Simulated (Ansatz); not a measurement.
The reference is InP in the zinc blende structure (space group F-43m, No. 216; a = 5.827 Å). Axes: x, y, z lie along the cube axes.

Level of theory: Kohn–Sham DFT with the LDA functional, run in Ansatz (a first-principles code) with PAW and 420 eV plane waves, without spin-orbit coupling.

Strains are applied to the cell and any free atomic positions relax; under biaxial strain the out-of-plane vector relaxes too.

One change was made to it. Results:

The band gap falls by 0.28 eV, from 0.58 eV to 0.30 eV; the pressure (mean of the normal stresses, compression positive) goes from zero to -14.4 kbar.

Which change produced these results?
A. biaxial strain +2.50 %, plane normal [001], relaxed out of plane
B. biaxial strain +1.50 %, plane normal [001], relaxed out of plane
C. biaxial strain +3.00 %, plane normal [001], relaxed out of plane

A, biaxial strain +2.50 %, plane normal [001], relaxed out of plane. For comparison, the band gap in the other runs: biaxial strain +3.00 %, plane normal [001], relaxed out of plane gives 0.25 eV; biaxial strain +1.50 %, plane normal [001], relaxed out of plane gives 0.41 eV.

Whether these cells are dynamically stable was not tested. A zero or small gap of InP under biaxial strain +2.50 %, plane normal [001], relaxed out of plane and InP under biaxial strain +3.00 %, plane normal [001], relaxed out of plane can be the functional's error rather than a property of the material.
